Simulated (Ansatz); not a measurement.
Consider PbS in the rock salt structure (space group Fm-3m, No. 225).

```yaml
crystal:
  lattice:
    - [0.00000, 2.92251, 2.92251]
    - [2.92251, 0.00000, 2.92251]
    - [2.92251, 2.92251, 0.00000]
  atoms:
    - { symbol: Pb, position: [0.00000, 0.00000, 0.00000] }
    - { symbol: S, position: [0.50000, 0.50000, 0.50000] }
```

Cartesian axes are those of the cell as printed.

Level of theory: DFT with LDA, PAW potentials and a 420 eV plane-wave cutoff in Ansatz (a quantum-chemistry and plane-wave program), scalar-relativistic without spin-orbit coupling.

One thing is altered: every lattice vector is shortened by 1.00 %, atoms relaxed at fixed cell.

Predict the stress tensor and what it implies for the stiffness.

Stress of the strained cell less that of the base (GPa, compression positive):
```
   2.06    0.00    0.00
   0.00    2.06    0.00
   0.00    0.00    2.06
```

Then B = −ΔP/(ΔV/V₀) with ΔV/V₀ = -0.0297 gives secant stiffness values (nonlinear terms included at this strain): B ≈ 69 GPa.

As a check, the harmonic strain energy −½ V₀ Δσ:ε is 4.8 meV/atom; the computed energy rise is 4.6 meV/atom.

Stability against distortions was not tested.
